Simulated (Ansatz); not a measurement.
fluorite-type CoSi2 (0 0 1) on monoclinic HfO2 (1 0 0) (film strained to the substrate, started from cuts of the bulks and a machine-learned relaxation)

A periodic stack without vacuum, fluorite-type CoSi2 (0 0 1) on monoclinic HfO2 (1 0 0) (film strained to the substrate, started from cuts of the bulks and a machine-learned relaxation): substrate slab Hf12O24, film Co8Si16, surface cells [[0, 1], [-1, 0]] and [[0, -1], [2, 1]], film strained by -2.8 and -0.1 %, outermost planes O/O and Si/Co as cut, which need not be the usual terminations and can put a slab off its formula.

The start was prepared with a machine-learned potential, and the result is one local minimum, with the in-plane cell held and forces under 0.04 eV/Å; the film can end far from its bulk form.

The numbers are results of PBE (plane waves to 420 eV, PAW; Ansatz, an electronic-structure program), not measurements. Scalar-relativistic, without spin–orbit coupling; the runs are not spin-polarised; PBE gaps are too small against experiment. Its k-point mesh 5×5×1, Fermi–Dirac width 0.05 eV.

- interface area = 27.9 Å²
- period = 27.27 Å
- gaps between the outermost planes at the two interfaces = 1.56 and 1.59 Å
- Hf–Si contacts across the interfaces within 1.22 times the sum of covalent radii = 4, mean 3.21 Å
- Co–Hf contacts across the interfaces within 1.22 times the sum of covalent radii = 3, mean 3.11 Å
- Co–O contacts across the interfaces within 1.22 times the sum of covalent radii = 2, mean 1.90 Å
- O–Si contacts across the interfaces within 1.22 times the sum of covalent radii = 2, mean 1.76 Å

```yaml
crystal:
  lattice:
    - [5.35216, -0.00082, 0.05692]
    - [-0.00097, 5.20935, 0.16663]
    - [-2.38015, 1.32313, 27.30666]
  atoms:
    - { symbol: Hf, position: [0.44537, 0.66545, 0.06933] }
    - { symbol: Hf, position: [0.00527, 0.53338, 0.14779] }
    - { symbol: Hf, position: [0.50460, 0.11391, 0.14955] }
    - { symbol: Hf, position: [0.91426, 0.09311, 0.05782] }
    - { symbol: O, position: [0.56802, 0.97954, 0.03170] }
    - { symbol: O, position: [0.84139, 0.23425, 0.18900] }
    - { symbol: O, position: [0.33768, 0.37021, 0.18986] }
    - { symbol: O, position: [0.09165, 0.78281, 0.03919] }
    - { symbol: O, position: [0.70366, 0.36965, 0.09836] }
    - { symbol: O, position: [0.76955, 0.85064, 0.11658] }
    - { symbol: O, position: [0.28698, 0.80956, 0.12625] }
    - { symbol: O, position: [0.20273, 0.32074, 0.09688] }
    - { symbol: Hf, position: [0.37341, 0.56961, 0.25132] }
    - { symbol: Hf, position: [0.91860, 0.45188, 0.33540] }
    - { symbol: Hf, position: [0.41932, 0.03382, 0.33533] }
    - { symbol: Hf, position: [0.87576, 0.98644, 0.25136] }
    - { symbol: O, position: [0.53704, 0.87236, 0.21502] }
    - { symbol: O, position: [0.75975, 0.15074, 0.37611] }
    - { symbol: O, position: [0.26013, 0.30038, 0.37608] }
    - { symbol: O, position: [0.03314, 0.71497, 0.21403] }
    - { symbol: O, position: [0.62841, 0.27395, 0.28586] }
    - { symbol: O, position: [0.66903, 0.75233, 0.30507] }
    - { symbol: O, position: [0.16881, 0.75952, 0.30451] }
    - { symbol: O, position: [0.12812, 0.25422, 0.28604] }
    - { symbol: Hf, position: [0.28595, 0.48867, 0.43819] }
    - { symbol: Hf, position: [0.82332, 0.38060, 0.52259] }
    - { symbol: Hf, position: [0.32319, 0.94484, 0.52259] }
    - { symbol: Hf, position: [0.78587, 0.90886, 0.43823] }
    - { symbol: O, position: [0.44581, 0.79459, 0.40105] }
    - { symbol: O, position: [0.63546, 0.10938, 0.56423] }
    - { symbol: O, position: [0.13480, 0.17909, 0.56429] }
    - { symbol: O, position: [0.94596, 0.63517, 0.40106] }
    - { symbol: O, position: [0.54404, 0.19260, 0.47324] }
    - { symbol: O, position: [0.57485, 0.67423, 0.49138] }
    - { symbol: O, position: [0.07509, 0.67768, 0.49141] }
    - { symbol: O, position: [0.04406, 0.17492, 0.47322] }
    - { symbol: Co, position: [0.00464, 0.80348, 0.77383] }
    - { symbol: Co, position: [0.50509, 0.30834, 0.77385] }
    - { symbol: Co, position: [0.46320, 0.85442, 0.67250] }
    - { symbol: Co, position: [0.96289, 0.34349, 0.67261] }
    - { symbol: Co, position: [0.07578, 0.71364, 0.97283] }
    - { symbol: Co, position: [0.58486, 0.20558, 0.97332] }
    - { symbol: Co, position: [0.54261, 0.76118, 0.87478] }
    - { symbol: Co, position: [0.04338, 0.26155, 0.87344] }
    - { symbol: Si, position: [0.23513, 0.07662, 0.72576] }
    - { symbol: Si, position: [0.73521, 0.57711, 0.72375] }
    - { symbol: Si, position: [0.73581, 0.07583, 0.72580] }
    - { symbol: Si, position: [0.23468, 0.57740, 0.72377] }
    - { symbol: Si, position: [0.69296, 0.11150, 0.62827] }
    - { symbol: Si, position: [0.20286, 0.63144, 0.62131] }
    - { symbol: Si, position: [0.20369, 0.13929, 0.62826] }
    - { symbol: Si, position: [0.70022, 0.61089, 0.62135] }
    - { symbol: Si, position: [0.30296, 0.98406, 0.92335] }
    - { symbol: Si, position: [0.81076, 0.48239, 0.92552] }
    - { symbol: Si, position: [0.81679, 0.99155, 0.92345] }
    - { symbol: Si, position: [0.31604, 0.48500, 0.92653] }
    - { symbol: Si, position: [0.77255, 0.03249, 0.82401] }
    - { symbol: Si, position: [0.27394, 0.53367, 0.82420] }
    - { symbol: Si, position: [0.27532, 0.03369, 0.82400] }
    - { symbol: Si, position: [0.77391, 0.53379, 0.82428] }
```
